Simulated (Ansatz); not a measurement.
The reference is Ru in the hcp (Mg type) structure (space group P6_3/mmc, No. 194; a = 2.691 Å, c = 4.249 Å; relaxed with 0.1 eV smearing). Axes: x lies along a and z along c of the hexagonal cell.

Calculations: Ansatz (a quantum-chemistry and plane-wave program) PBEsol, without spin-orbit coupling.

Now apply this change: uniaxial strain ε_xx = −1.00 %, all other strain components held at zero, atoms relaxed at fixed cell.

Task: Predict the stress tensor and what it implies for the stiffness.

Result: Stress of the strained cell less that of the base (GPa, compression positive):
```
    6.6     0.0     0.0
    0.0     2.1     0.0
    0.0     0.0     1.9
```

Then −Δσ_ii/ε with ε = -0.0100 gives relaxed-ion elastic constants: C11 ≈ 656 GPa, C12 ≈ 208 GPa and C13 ≈ 193 GPa.

Stability against distortions was not tested. The final runs are not spin-polarised.
